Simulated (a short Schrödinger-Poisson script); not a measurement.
Stack: MOS inversion layer, SiO2 on p-type GaN, at 300 K.

```
layer  material  thickness (nm)  Na (cm⁻³)
-----  --------  --------------  ---------
1          SiO2             2.6          -
2           GaN            2200     7.9e16
```

Constants are typed, rounded textbook-type inputs, not results; the design itself was drawn at random and stands for no fabricated device. SiO2: permittivity 3.9, conduction-band edge (eV) 3.2, gap (eV) 9, electron mass (mₑ) 0.5. GaN: permittivity 9.5, conduction-band edge (eV) 0, gap (eV) 3.43, Nv at 300 K (cm⁻³) 4.6e19.

Channel valleys (confinement mass, in-plane density-of-states mass, number): Γ 0.2, 0.2, 1. At the gate the conduction-band edge of layer 1 lies 3.58 eV − eVg above the Fermi level of the channel; the field vanishes at the back. Gaps are held at their typed values at every temperature. Mesh 0.03 nm at interfaces.

Solved with a short Schrödinger-Poisson script written for these runs: 1D Poisson equation in equilibrium, electrons quantum, Hartree (BenDaniel-Duke, 12 states a valley, the channel's in-plane mass for all, wave functions ending at the dielectric), parabolic valleys, classical holes, full ionisation, no traps, pinning or gate leakage.

The same stack at other levels of the model or other numerical settings:

```
run                                                                  sheet density of all electrons at Vg = 2 V (cm⁻²)  sheet density of all electrons at Vg = 0.8 V (cm⁻²)  capacitance at Vg = 2 V (μF/cm²)  centroid of the channel electrons at Vg = 2 V (nm)  rough cost against the base
-------------------------------------------------------------------  -------------------------------------------------  ---------------------------------------------------  --------------------------------  --------------------------------------------------  ---------------------------
base                                                                                                           7.87e12                                              6.94e11                              1.02                                                2.11                      about 1
electrons treated as classical, Boltzmann                                                                      1.06e13                                              1.33e12                                 ?                                                   ?                         0.05
electrons treated as classical, Fermi-Dirac                                                                    9.00e12                                              1.15e12                                 ?                                                1.16                          0.3
electrons treated as quantum, Hartree plus LDA exchange-correlation                                            8.19e12                                              8.06e11                              1.03                                                2.02                            2
mesh six times as coarse                                                                                       7.88e12                                              6.95e11                              1.02                                                2.11                          0.2
one subband a valley                                                                                           7.86e12                                              6.91e11                              1.01                                                2.04                          0.7
```

Question: What belongs in the gaps?

Answer: 
- electrons treated as classical, Fermi-Dirac, capacitance at Vg = 2 V (μF/cm²): 1.09
- electrons treated as classical, Boltzmann, capacitance at Vg = 2 V (μF/cm²): 1.28
- electrons treated as classical, Boltzmann, centroid of the channel electrons at Vg = 2 V (nm): 0.39

The classical rows ignore confinement, and Boltzmann statistics overrate the density once the band edge passes the Fermi level.

In real p-type GaN the Mg acceptor is only partly ionised, and so wide a gap doesn't supply an inversion layer without source and drain.
